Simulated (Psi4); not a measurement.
Psi4 1.11, WB97X/def2-svpd: Ba(Cl)(Br) ([Cl][Ba][Br]), 3 atoms. The geometry is a generated start, not checked to be a minimum at this level.

```
Quantity                                             Result
--------------------------  -------------------------------
task                                                 energy
method                                                wb97x
basis                                             def2-svpd
memory                                                 3 GB
maxiter                                                 100
keys of the molecule block                      symmetry c1
scf_type                                       df (default)
e_convergence                               1e-06 (default)
d_convergence                               1e-06 (default)
dft_radial_points                              75 (default)
dft_spherical_points                          302 (default)
effective core potentials   those of the basis set, past Kr
basis functions                                         101
grid points                                           66234
```

```xyz
3

Ba     0.7982    -0.5398     0.5011
Cl     1.1074     0.8910    -1.6511
Br    -1.9056    -0.3512     1.1500
```

With the defaults (damping_percentage = 0, diis = true, scf_initial_accelerator = adiis, soscf = false, soscf_start_convergence = 0.01, guess = auto, which took SAD, diis_max_vecs = 10) it converges in 8 SCF iterations. One run each on 2 threads, with these changes:
- scf_initial_accelerator = none
- damping_percentage = 60
- diis_max_vecs = 20
- guess = gwh
- guess = core
- soscf = true, soscf_start_convergence = 0.001
- guess = huckel
- damping_percentage = 60, diis = false, scf_initial_accelerator = none
- diis_max_vecs = 3

Name the settings that don't reach the solution of the defaults.

No convergence: damping_percentage = 60 (the run ends without SCF convergence in 100 iterations). The rest reach the solution of the defaults.

```json
[
 {"setting": "soscf = true, soscf_start_convergence = 0.001", "SCF iterations": "6", "JK calls": "17", "end": "same solution"},
 {"setting": "the defaults", "SCF iterations": "8", "JK calls": "9", "end": "same solution"},
 {"setting": "diis_max_vecs = 20", "SCF iterations": "8", "JK calls": "9", "end": "same solution"},
 {"setting": "guess = huckel", "SCF iterations": "8", "JK calls": "30", "end": "same solution"},
 {"setting": "scf_initial_accelerator = none", "SCF iterations": "8", "JK calls": "9", "end": "same solution"},
 {"setting": "diis_max_vecs = 3", "SCF iterations": "10", "JK calls": "11", "end": "same solution"},
 {"setting": "guess = core", "SCF iterations": "14", "JK calls": "14", "end": "same solution"},
 {"setting": "guess = gwh", "SCF iterations": "14", "JK calls": "14", "end": "same solution"},
 {"setting": "damping_percentage = 60, diis = false, scf_initial_accelerator = none", "SCF iterations": "83", "JK calls": "84", "end": "same solution"},
 {"setting": "damping_percentage = 60", "SCF iterations": "100", "JK calls": "101", "end": "no convergence"}
]
```

An SOSCF iteration holds several JK calls; a Hückel guess adds calls on atoms.
